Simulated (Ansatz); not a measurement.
Start from SnSe₂ in the CdI2 type structure (space group P-3m1, No. 164; layered, stacked along the Cartesian z axis).

```
SnSe2
1.0
    3.79364     0.00000     0.00000
   -1.89682     3.28539     0.00000
    0.00000     0.00000     5.74382
Sn Se
1 2
Direct
  0.00000   0.00000   0.00000
  0.33333   0.66667   0.27602
  0.66667   0.33333   0.72398
```

The values are results of PBEsol-D3(BJ), PAW, 420 eV (Ansatz, a program for electronic structure; without spin-orbit coupling), not measurements.

Strains are applied to the cell and any free atomic positions relax.

One change was made to it. Results:

| quantity | base | after |
|---|---|---|
| energy relative to the base (free energy F) | 0 meV/atom | +13 meV/atom |
| largest internal atomic displacement | – | 0.049 Å |
| pressure (mean of the normal stresses, compression positive) | 0.0 GPa | -2.6 GPa |

### Question
Which of these changes matches the shifts?
A) isotropic strain +3.00 %
B) isotropic strain −2.50 %
C) isotropic strain +2.00 %

### Answer
C, isotropic strain +2.00 %. For comparison, the energy relative to the base in the other runs: isotropic strain +3.00 % gives +27 meV/atom; isotropic strain −2.50 % gives +23 meV/atom.

The mesh was chosen for an insulator and is coarse for the gapless case. Whether these cells are dynamically stable was not tested. All final runs are without spin polarisation.
